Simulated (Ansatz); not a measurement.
The starting structures come from a database of crystals and need not be the phases stable at ambient conditions.

The decay constant κ of evanescent states in the gap governs leakage through a thin film.

Here is the system:

```yaml
crystal:
  lattice:
    - [5.64332, 0.00000, 0.00000]
    - [0.00000, 6.52297, 0.00000]
    - [0.00000, 0.00000, 5.32211]
  atoms:
    - { symbol: Zn, position: [0.16754, 0.25141, 0.73070] }
    - { symbol: Zn, position: [0.83246, 0.24859, 0.23070] }
    - { symbol: Zn, position: [0.16754, 0.74859, 0.73070] }
    - { symbol: Zn, position: [0.83246, 0.75141, 0.23070] }
    - { symbol: Zn, position: [0.66677, 0.00000, 0.72971] }
    - { symbol: Zn, position: [0.33323, 0.50000, 0.22971] }
    - { symbol: W, position: [0.32980, 0.00000, 0.22929] }
    - { symbol: W, position: [0.67020, 0.50000, 0.72929] }
    - { symbol: N, position: [0.17318, 0.76290, 0.11320] }
    - { symbol: N, position: [0.82682, 0.73710, 0.61320] }
    - { symbol: N, position: [0.17318, 0.23710, 0.11320] }
    - { symbol: N, position: [0.82682, 0.26290, 0.61320] }
    - { symbol: N, position: [0.64350, 0.00000, 0.11271] }
    - { symbol: N, position: [0.35650, 0.50000, 0.61271] }
    - { symbol: N, position: [0.32892, 0.00000, 0.57976] }
    - { symbol: N, position: [0.67108, 0.50000, 0.07976] }
```

Space group of this cell: Pmn2_1. The cell is taken as given; by PBEsol its mean pressure is -2.6 GPa.

Transport runs along the normal of the first two printed cell vectors.

The gap is the functional's own. No spin-orbit coupling. Mid-gap values are interpolated on the energy grid.

State the band gap and the smallest decay constant κ at mid-gap according to PBEsol run with Ansatz (an electronic-structure program).

Gap 2.49 eV on a 6×6×6 mesh; κ = 0.322 1/Å, at the zone centre.
